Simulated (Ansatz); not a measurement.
**Pressure series in hypothetical zinc blende TlBr**

Base system: TlBr in the zinc blende structure (space group F-43m, No. 216; a hypothetical phase, not in the database extracts checked).

```cif
data_Br4Tl4
_chemical_formula_sum 'Br4 Tl4'
_space_group_name_H-M_alt 'F-43m'
_space_group_IT_number 216
_space_group_name_Hall 'F -4 2 3'
_cell_length_a 7.50179
_cell_length_b 7.50179
_cell_length_c 7.50179
_cell_angle_alpha 90.000
_cell_angle_beta 90.000
_cell_angle_gamma 90.000
loop_
_atom_site_label
_atom_site_type_symbol
_atom_site_symmetry_multiplicity
_atom_site_Wyckoff_symbol
_atom_site_fract_x
_atom_site_fract_y
_atom_site_fract_z
_atom_site_occupancy
Br1 Br 4 c 0.25000 0.25000 0.25000 1
Tl1 Tl 4 a 0.00000 0.00000 0.00000 1
```
(The calculation used a cell of 2 atoms; values per cell refer to that cell.)

Cell and atoms are relaxed at each pressure.

Calculations: PBE (Ansatz, a program for electronic structure, PAW, spin-orbit coupling left out).

```json
[
 {"variant": "base", "band gap": "2.95 eV", "electron mass": "1.8 mₑ along k, 0.54 mₑ across (at X)", "lattice parameter a": "14.176 bohr", "width of the top valence band": "1.14 eV"},
 {"variant": "pressure −1 GPa", "band gap": "3.10 eV", "electron mass": "1.9 mₑ along k, 0.60 mₑ across (at X)", "lattice parameter a": "14.771 bohr", "width of the top valence band": "0.80 eV"},
 {"variant": "pressure 1.8 GPa", "band gap": "2.69 eV", "electron mass": "1.7 mₑ along k, 0.50 mₑ across (at X)", "lattice parameter a": "13.621 bohr", "width of the top valence band": "1.53 eV"},
 {"variant": "pressure 4.2 GPa", "band gap": "2.39 eV", "electron mass": "1.7 mₑ along k, 0.46 mₑ across (at X)", "lattice parameter a": "13.163 bohr", "width of the top valence band": "1.93 eV"},
 {"variant": "pressure 9 GPa", "band gap": "1.90 eV", "electron mass": "1.6 mₑ along k, 0.43 mₑ across (at X)", "lattice parameter a": "12.606 bohr", "width of the top valence band": "2.47 eV"},
 {"variant": "pressure 18 GPa", "band gap": "1.21 eV", "electron mass": "1.6 mₑ along k, 0.39 mₑ across (at X)", "lattice parameter a": "11.996 bohr", "width of the top valence band": "3.14 eV"},
 {"variant": "pressure 30 GPa", "band gap": "0.53 eV", "electron mass": "1.7 mₑ along k, 0.37 mₑ across (off the special points)", "lattice parameter a": "11.500 bohr", "width of the top valence band": "3.71 eV"},
 {"variant": "pressure 45 GPa", "band gap": "zero", "electron mass": "–", "lattice parameter a": "11.079 bohr", "width of the top valence band": "–"},
 {"variant": "pressure 60 GPa", "band gap": "zero", "electron mass": "–", "lattice parameter a": "10.769 bohr", "width of the top valence band": "–"}
]
```

A case with no gap was solved on a k-mesh chosen for an insulator, which is coarse for it. Spin-orbit coupling, missing from the scalar runs, can matter with Tl. Load acts through the strain it causes; cell and atoms are relaxed under it. Masses are band curvatures over ±0.01 Å⁻¹ around the edge. Along k means along the line from Γ to the band edge. Whether these cells are dynamically stable was not tested. Competing high-pressure phases were not computed. All final runs are without spin polarisation. A zero or small gap of TlBr under pressure 45 GPa and TlBr under pressure 60 GPa can be the functional's error rather than a property of the material.
